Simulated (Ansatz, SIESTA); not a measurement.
## Code comparison for CoIr (P1, 2 atoms in the cell)

Self-consistent single point, at a second geometry (atoms moved at random). First geometry:

```yaml
crystal:
  lattice:
    - [1.32421, 0.76453, 4.16478]
    - [-1.32421, 0.76453, 4.16478]
    - [0.00000, -1.52907, 4.16478]
  atoms:
    - { symbol: Co, position: [0.00000, 0.00000, 0.00000], spin: 3.0 }
    - { symbol: Ir, position: [0.50000, 0.50000, 0.50000] }
```
(The spins are starting values, not results.)

Second geometry:
```
CoIr
1.0
    1.32421     0.76453     4.16478
   -1.32421     0.76453     4.16478
    0.00000    -1.52907     4.16478
Co Ir
1 1
Direct
  0.00982   0.99223   0.99581
  0.49018   0.50777   0.50419
```
Moments meant for the start (each program seeds them in its own way; μB, in the order of the atoms Co Ir): 3.0 0.0.

Shared settings, as Ansatz (an electronic-structure program) writes them: kpoints.mp_grid.grid = 12 12 12; scf.occupations.method = gaussian; scf.occupations.width = 0.136 eV. Potentials and cutoffs stand in the table.

| code | model | ΔF from the first geometry (meV/atom) | pressure (GPa) | largest force (eV/Å) | size of the net moment (μB/atom) | cutoff |
|---|---|---|---|---|---|---|
| SIESTA | GGA PBEsol, numerical atomic orbitals DZP, PseudoDojo PBEsol standard norm-conserving potentials (rewritten from UPF to PSML) | 2.8 | -3.43 | 0.276 | 0.85 | grid 400 Ry |
| Ansatz | PBEsol, PAW files made with PBE | 2.8 | -5.03 | 0.243 | 0.78 | default |

On Ansatz's run: spin-orbit coupling is off. With one magnetic atom in the cell only a parallel order is possible.

The spread over the programs that give each value: ΔF from the first geometry within 0.0 meV/atom; pressure within 1.60 GPa; largest force within 0.033 eV/Å; size of the net moment within 0.07 μB/atom.

SIESTA uses small atom-centred bases, whose incompleteness enters pressures, forces and empty levels differently from a plane-wave cutoff. Ansatz's pressure is given at a fixed set of plane waves, as the other plane-wave codes print theirs; with its correction for the finite basis it is -4.93 GPa.

The starting cell comes from a database of computed structures (which also holds hypothetical and non-ambient phases and stackings), without a prior relaxation at this level. For this run, on top of that: atoms moved at random.

Keys are those of Ansatz 0.2.
